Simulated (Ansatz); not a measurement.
## WC under a change: pressure 1.8 GPa

Take WC (space group P-6m2, No. 187; a = 2.912 Å, c = 2.836 Å) as the base.

Modification: cell and atoms relaxed at a pressure of 1.8 GPa.

The values are results of r2SCAN (Ansatz, a program for electronic structure, PAW, spin-orbit coupling left out), not measurements. Γ-centred 18×18×16 mesh, Fermi–Dirac width 0.05 eV.

The density increases by 0.07 g/cm³ to 15.68 g/cm³ and the lattice parameter a shrinks by 0.005 Å, from 2.912 Å to 2.907 Å. The c/a ratio is still 0.974 and the shortest interatomic distance drops by 0.0032 Å (2.200 Å → 2.196 Å). The band gap stays zero.

Final structure:

```
CELL_PARAMETERS angstrom
      2.90747     0.00000     0.00000
     -1.45374     2.51795     0.00000
      0.00000     0.00000     2.83274
ATOMIC_POSITIONS crystal
  W  0.00000 0.00000 0.00000
  C  0.66667 0.33333 0.50000
```

Cost of the whole job for the changed cell (relaxation, final SCF and bands): roughly 120 core-seconds.

Load acts through the strain it causes; cell and atoms are relaxed under it. Stability against distortions was not tested. The final runs are not spin-polarised.
